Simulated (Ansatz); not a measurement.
Data:

End structure of the (0001) surface of hcp Os, one row in 3 of the top plane missing (bottom of the slab: a bare face, its two planes held):

```
CELL_PARAMETERS angstrom
      2.75423     0.00000     0.00000
     -4.13135     7.15570     0.00000
      0.00000     0.00000    27.00000
ATOMIC_POSITIONS crystal
  Os 0.66667 0.11111 0.29877
  Os 0.66667 0.44444 0.29877
  Os 0.66667 0.77778 0.29877
  Os 0.33333 0.22222 0.37926
  Os 0.33333 0.55556 0.37926
  Os 0.33333 0.88889 0.37926
  Os 0.66672 0.11115 0.45881
  Os 0.66723 0.44481 0.45981
  Os 0.66621 0.77745 0.45942
  Os 0.33111 0.22079 0.54039
  Os 0.33062 0.55380 0.54073
  Os 0.33629 0.89088 0.54080
  Os 0.67112 0.11409 0.62063
  Os 0.65426 0.43614 0.62128
  Os 0.67166 0.78110 0.61955
  Os 0.35392 0.56926 0.69598
  Os 0.30945 0.87295 0.69637
```

Model: 17-atom slab, 10.9 Å thick at the start, 16x6x1 mesh, Fermi-Dirac 0.1 eV, dipole correction, 6 atoms held, the rest relaxed; held to the part of the start's symmetry that mesh and held atoms allow; no spin, no spin-orbit, no U. It is one candidate, not shown to be the stable structure of the face.

### Question
Give the work function of the top face at the level Ansatz (a first-principles code) with PBE.

### Answer
4.86 eV
